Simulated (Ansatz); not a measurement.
Structures of equal composition on the (0001) surface of hcp Ti: a pseudomorphic layer of Mo in the host's stacking; a pseudomorphic layer of Mo in the other hollow. The slabs share one bottom face, and each structure is named by its start. These are constructed structures in small cells; real faces may alloy, dewet or reconstruct in larger ones, and not all known structures of the face are among them. Slabs of about 12 Å with all that they carry, Fermi-Dirac smearing of 0.1 eV. Bottom of the slabs: a bare face, its two planes held. Relaxed from the named starts with such symmetry as they have, on meshes of like density; energies extrapolated to zero smearing; no spin-orbit coupling, no U. Spin-polarised runs, if any, are marked in brackets, and their order is one that fits the cell; the others ran without spin.

Calculation: PBE (plane waves to 420 eV, PAW; Ansatz, a first-principles code).

### Question
Put the candidates in order of energy per 1x1 cell, lowest first, for PBE.

### Answer
a pseudomorphic layer of Mo in the other hollow (0.000 eV), a pseudomorphic layer of Mo in the host's stacking (0.028 eV)
